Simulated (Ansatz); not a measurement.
Functionals compared on the (33-62) surface of hcp Zn in its 1x1 cell, outermost plane spacing 0.43 Å in the ideal cut, in Ansatz (plane waves, PAW). The structure was relaxed with PBE; the other rows are single points on it. Cutoff 420 eV (500 eV for r2SCAN).

Slab: 50 atoms, 10.4 Å thick at the start (thin: gaps and levels are the slab's own); k 8x3x1, smearing 0.1 eV, dipole-corrected; all atoms relaxed; start symmetry kept, larger cells not searched; no spin, no spin-orbit, no U. These notes are the PBE run's.

| functional | work function of the top face (eV) | rough cost of the single point |
|---|---|---|
| PBE | 4.21 | – |
| LDA | 4.51 | about 25 core-minutes (a rough figure) |
| PBEsol | 4.30 | roughly 24 core-minutes |
| RPBE | 4.06 | about 26 core-minutes (a rough figure) |
| r2SCAN | (withheld) | about 50 core-minutes (a rough figure) |

Problem. Some entries are withheld; supply them.

Solution. 
- r2SCAN, work function of the top face (eV): 4.30

Ansatz is a program for electronic structure.
